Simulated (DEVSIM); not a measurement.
System: Ni/SiO2/p-Ge capacitor, at 300 K.

| layer (left to right) | material | thickness (nm) | Na (cm⁻³) |
|---|---|---|---|
| 1 | SiO2 | 3.60 | - |
| 2 | Ge | 14000 | 1.8e15 |

Metal gate on the left, work function 5.1 eV. Fixed charge at the semiconductor interface 0 cm⁻² (in units of +e); interface traps 6.1e11 cm⁻² eV⁻¹, uniform in energy, neutral level at 0.7 of the gap above the valence band.

The device is made up for the run: typed textbook-type constants, with dimensions and the other settings drawn at random. Values at 300 K; Nc and Nv go as T^1.5, mobilities as T to minus their exponent, the gap by Varshni's rule with the affinity fixed.

```csv
parameter,SiO2,Ge
gap (eV),9,0.664
affinity (eV),0.9,4
permittivity,3.9,16
Nc (cm⁻³),-,1.04e19
Nv (cm⁻³),-,6e18
Varshni α (eV/K),-,0.000477
Varshni β (K),-,235
```

Simulated with DEVSIM: 1D Poisson equation in equilibrium, Boltzmann statistics, complete ionisation; no quantum confinement or tunnelling. Metal contacts follow the ideal Schottky-Mott rule: no Fermi-level pinning, no interface dipoles.

Base results: threshold voltage (band bending 2φF) (V) 0.89; minimum of the low-frequency capacitance (μF/cm²) 0.122; flat-band voltage (V) 0.62.

Question: What follows from this one change: interface trap density 6.1e+11 → 3e+11 cm^-2 eV^-1?

Answer: threshold voltage (band bending 2φF) little changed (0.89 V); minimum of the low-frequency capacitance 0.122 → 0.0824 μF/cm²; flat-band voltage 0.62 → 0.63 V.

Question: What follows from this one change: substrate doping 1.8e+15 → 3.6e+14 cm^-3?

Answer: threshold voltage (band bending 2φF) 0.89 → 0.83 V; minimum of the low-frequency capacitance 0.122 → 0.110 μF/cm²; flat-band voltage 0.62 → 0.67 V.

Question: What follows from this one change: temperature 300 → 350 K?

Answer: threshold voltage (band bending 2φF) 0.89 → 0.84 V; minimum of the low-frequency capacitance 0.122 → 0.142 μF/cm²; flat-band voltage 0.62 → 0.69 V.
